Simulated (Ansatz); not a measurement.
## SiC, response to strain

Take SiC in the wurtzite structure (space group P6_3mc, No. 186; a = 3.056 Å, c = 5.016 Å) as the base.

Strains are applied to the cell and any free atomic positions relax.

Method: LDA/PAW in Ansatz (a program for electronic structure), scalar-relativistic without spin-orbit coupling.

Candidates:
(a) isotropic strain −0.60 %
(b) isotropic strain −1.80 %
(c) isotropic strain −2.40 %
(d) isotropic strain −3.00 %
(e) isotropic strain −1.20 %

Base values:

Band gap: 2.13 eV

Task: Order them by band gap, lowest first.

Result: (d) isotropic strain −3.00 % (1.96 eV), (c) isotropic strain −2.40 % (1.99 eV), (b) isotropic strain −1.80 % (2.03 eV), (e) isotropic strain −1.20 % (2.07 eV), (a) isotropic strain −0.60 % (2.10 eV)

No phonon test of stability was made.
